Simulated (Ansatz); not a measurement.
```
Cu2Te
1.0
    5.58587     0.00000     0.00000
    0.00000     5.58587     0.00000
    0.00000     0.00000     5.58587
Cu Te
4 2
Direct
  0.75000   0.75000   0.75000
  0.75000   0.25000   0.25000
  0.25000   0.75000   0.25000
  0.25000   0.25000   0.75000
  0.00000   0.00000   0.00000
  0.50000   0.50000   0.50000
```

No spin polarisation.

Calculations: r2SCAN (Ansatz, an electronic-structure program, PAW, scalar-relativistic without spin-orbit coupling). Γ-centred 6×6×6 mesh, Fermi–Dirac width 0.05 eV.

### Question
What electron mass (degenerate bands, along [100]) does the calculation give?

### Answer
0.20, 0.74 mₑ (at Γ).

### Question
What is the computed band gap?

### Answer
2.25 eV.

### Question
Predict the smallest direct gap.

### Answer
2.28 eV.

With Te present, leaving out spin-orbit coupling can change the band edges. Masses are band curvatures over ±0.01 Å⁻¹ around the edge. Stability against distortions was not tested. The final runs are not spin-polarised. The cell was made from Cu2O by this change: O → Te; the result is a hypothetical phase, not in the database extracts checked.
